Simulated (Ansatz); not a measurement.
Hf: stress against strain

Hf (hcp, P6_3/mmc, 22.363 Å³/atom and stress up to 0.01 GPa in the relaxed cell, c along z) under a strain ε along a direction in the basal plane (axis x), the other axes held. r2SCAN in Ansatz, a plane-wave DFT program (PAW, default set), 500 eV, 21×21×12 Γ-centred mesh, Fermi-Dirac smearing 0.10 eV; ions are relaxed, or left where forces stay under 0.02 eV/Å, within the symmetry of each cell. Stress is positive for a compressed cell.

Here s stands for strain and y for stress xx.

| strain (%) | stress xx (GPa) |
|---|---|
| -1.50 | 2.95 |
| -1.00 | 1.94 |
| -0.50 | 0.95 |
| 0.00 | 0.00 |
| 0.50 | -0.92 |
| 1.00 | -1.81 |
| 1.50 | -2.68 |
| 3.00 | ? |

Fit y of the 7 rows that show it with a straight line. Means: s 0, y 0.061. About the means, the sum of products is -13.130 and the sum of squares of s is 7.0000; the slope is their ratio. Least squares gives y = 0.061 - 1.8757·s. Residuals (row less fit): 0.075, 0.003, -0.049, -0.061, -0.043, 0.005, 0.073; standard error 0.062 (degrees of freedom: 5). The slope gives the elastic constant C11 = about 190 GPa.

Q: Estimate the missing y (s = 3.00); what did the run itself give?

A: y = 0.061 - 1.8757 × 3.0 = -5.566 GPa. The calculation gives -5.07 GPa, 0.496 GPa above the prediction (6.2 % of the range of y in the table). The row lies outside the fitted rows, so this is an extrapolation. From the scatter of the fitted rows alone, a prediction at this place has a standard error of 0.096 GPa, so the miss is 5.2 times that.

A polynomial of degree 2 through the 12 other runs of the series gives -5.07 there, so most of the miss is curvature that the fit leaves out. In a metal these values are sensitive to mesh and smearing; energies are taken to zero smearing, stresses follow the free energy. Rows are the converged runs of the series near zero and its far end; series whose fitted rows scatter by over a few per cent of the range, as at a crossing or softening among them, aren't shown in this form, nor equations of state whose B0' disagrees with the runs' pressures. Most that stay on the fit to the last digits aren't either.
